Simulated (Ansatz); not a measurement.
For fluorite PtAl2, PBE+SOC (Ansatz, a first-principles code, plane waves, PAW) gives:

* **lattice parameter a**: 5.939 Å
* **bulk modulus**: 130 GPa

Q: What does B3LYP (VWN-RPA form) in Ansatz (plane waves, PAW) give for the same quantities?

A: 
- lattice constant a: 5.958 Å (increases by 0.3 %)
- bulk modulus: 127 GPa (shrinks by 2.3 %)

For comparison: lattice constant a 5.91 Å (measured, temperature not stated, copied from a table, unchecked, no zero-point or thermal correction; as tabulated in Crystal Structures 1, 239 (1963)).

Changes are worked out from the printed values.

Unless a cell is named, each level is at its own relaxed cell (PBE+SOC 17.45, B3LYP (VWN-RPA form) 17.62 Å³/atom).

Levels without +SOC leave out spin–orbit coupling, which shifts energies and cells of such heavy elements.

The crystal itself was run without spin with B3LYP (VWN-RPA form); a magnetic state was not tried in these runs.

Ansatz's density-functional and Hartree–Fock values are scalar-relativistic unless marked +SOC, with PAW data made under PBE.
